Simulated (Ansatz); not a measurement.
The parent structure is PbS in the rock salt structure (space group Fm-3m, No. 225; a = 5.9027 Å).

All numbers come from PBEsol/PAW in Ansatz (a quantum-chemistry and plane-wave program), no spin-orbit coupling.

One change was made to it. Results:

The density increases by 0.26 g/cm³ to 7.99 g/cm³; the valley order (the lowest conduction-band minima on the path, energy above the VBM, named in the base's zone) changes from L along ⟨111⟩ 0.19 eV; a point along ⟨110⟩, about 0.7 Å⁻¹ from Γ 1.14 eV to L along ⟨111⟩ 0.06 eV; a point along ⟨110⟩, about 0.7 Å⁻¹ from Γ 1.05 eV.

**Question.** Which of these changes matches the shifts?
A) pressure 2.1 GPa
B) pressure 0.9 GPa
C) pressure −2 GPa
D) pressure −1 GPa

**Answer.** A, pressure 2.1 GPa. For comparison, the valley order in the other runs: pressure −2 GPa gives L along ⟨111⟩ 0.33 eV; a point along ⟨110⟩, about 0.6 Å⁻¹ from Γ 1.23 eV; pressure 0.9 GPa gives L along ⟨111⟩ 0.14 eV; a point along ⟨110⟩, about 0.7 Å⁻¹ from Γ 1.10 eV; pressure −1 GPa gives L along ⟨111⟩ 0.26 eV; a point along ⟨110⟩, about 0.7 Å⁻¹ from Γ 1.19 eV.

With Pb present, leaving out spin-orbit coupling can change the band edges. The levels and masses belong to the bands next to the band gap. Load acts through the strain it causes; cell and atoms are relaxed under it. No phonon test of stability was made.
